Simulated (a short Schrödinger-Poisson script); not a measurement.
Structure: MOS inversion layer, HfO2 on p-type Si(100), at 300 K.

From the gate side: 12.6 nm HfO2; 430 nm Si, acceptors 1e18 cm⁻³.

The device is made up for the run: typed textbook-type constants, with dimensions and the other settings drawn at random. HfO2: permittivity 22, conduction-band edge (eV) 1.55, gap (eV) 5.7, electron mass (mₑ) 0.2. Si: permittivity 11.7, conduction-band edge (eV) 0, gap (eV) 1.124, Nv at 300 K (cm⁻³) 3.1e19.

Channel valleys (confinement mass, in-plane density-of-states mass, number): Δ2 0.916, 0.19, 2; Δ4 0.19, 0.417, 4. At the gate the conduction-band edge of layer 1 lies 1.7 eV − eVg above the Fermi level of the channel; the field vanishes at the back. Gaps are held at their typed values at every temperature. Mesh 0.03 nm at interfaces.

Solved with a short Schrödinger-Poisson script written for these runs: 1D Poisson equation in equilibrium, electrons quantum, Hartree (BenDaniel-Duke, 12 states a valley, the channel's in-plane mass for all, wave functions ending at the dielectric), parabolic valleys, classical holes, full ionisation, no traps, pinning or gate leakage.

| Vg (V) | electrons (cm⁻²) | C (μF/cm²) | Δ2 E0 (meV from the Fermi level) | Δ4 E0 (meV from the Fermi level) |
|---|---|---|---|---|
| 0.4 | 1.20e9 | 0.258 | 216.8 | 291.8 |
| 0.5 | 2.42e10 | 0.334 | 138.6 | 216.1 |
| 0.6 | 2.40e11 | 0.748 | 78.4 | 158.5 |
| 0.7 | 7.59e11 | 1.03 | 46.9 | 130.1 |
| 0.8 | 1.42e12 | 1.14 | 28.8 | 114.9 |
| 0.9 | 2.14e12 | 1.20 | 16.0 | 105.1 |
| 1 | 2.88e12 | 1.23 | 5.9 | 98.0 |
| 1.1 | 3.65e12 | 1.25 | -2.6 | 92.4 |
| 1.2 | 4.43e12 | 1.27 | -10.0 | 87.7 |
| 1.3 | 5.22e12 | 1.28 | -16.8 | 83.7 |
| 1.4 | 6.02e12 | 1.29 | -23.0 | 80.1 |
| 1.5 | 6.83e12 | 1.30 | -28.9 | 77.0 |
| 1.6 | 7.64e12 | 1.30 | -34.5 | 74.0 |
| 1.7 | 8.45e12 | 1.31 | -39.8 | 71.3 |
| 1.8 | 9.27e12 | 1.31 | -44.9 | 68.8 |
| 1.9 | 1.01e13 | 1.32 | -49.9 | 66.4 |
| 2 | 1.09e13 | 1.32 | -54.8 | 64.1 |

Gate voltages with under 1e9 electrons/cm² are left out.

Task: At Vg = 2 V the lowest Δ2 subband lies at -54.8 meV from the Fermi level. How many electrons does it hold, and what share of all?

Result: The two-dimensional density of states is g m/(πħ²) = 1.59e11 cm⁻² meV⁻¹ (both spins), kT = 25.9 meV, so n = D kT ln(1 + exp(−E/kT)) = 9.16e12 cm⁻², 0.84 of the 1.09e13 cm⁻² in all.

Task: Compare the slope of the sheet density between 1.8 and 2 V with the geometric capacitance of the layers between gate and channel.

Result: q Δn/ΔV = 1.31 μF/cm²; ε0/Σ(t/ε) = 1.55 μF/cm². The ratio is 0.84: the channel acts as a further capacitance in series.
